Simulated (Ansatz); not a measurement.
# C: isotropic strain −5.36 %

The parent structure is C in the diamond structure (space group Fd-3m, No. 227; a = 3.560 Å).

The change: every lattice vector is shortened by 5.36 %, atoms relaxed at fixed cell.

All numbers come from r2SCAN (Ansatz, a first-principles code, PAW, without spin-orbit coupling), earlier PAW set. Settings: 16×16×16 k-points, 0.05 eV Fermi–Dirac smearing.

```tsv
quantity	base	changed	shift
volume per atom	5.64 Å³	4.78 Å³	-0.86 Å³
shortest interatomic distance	1.542 Å	1.459 Å	-0.083 Å
energy relative to the base (free energy F)	0 meV/atom	+0.237 eV/atom	+0.237 eV/atom
pressure	0.00 GPa	100.23 GPa	+100.23 GPa
band gap	4.36 eV	4.77 eV	+0.404 eV
smallest direct gap	5.89 eV	6.37 eV	+0.472 eV
width of the top valence band	8.75 eV	10.33 eV	+1.58 eV
electron mass	1.6 mₑ along k, 0.28 mₑ across (off the special points)	1.6 mₑ along k, 0.28 mₑ across (off the special points)	–
hole mass (degenerate bands, along [100])	0.28, 0.28, 0.47 mₑ (at Γ)	0.25, 0.25, 0.53 mₑ (at Γ)	–
```

Masses are band curvatures over ±0.01 Å⁻¹ around the edge. Along k means along the line from Γ to the band edge. Stability against distortions was not tested.
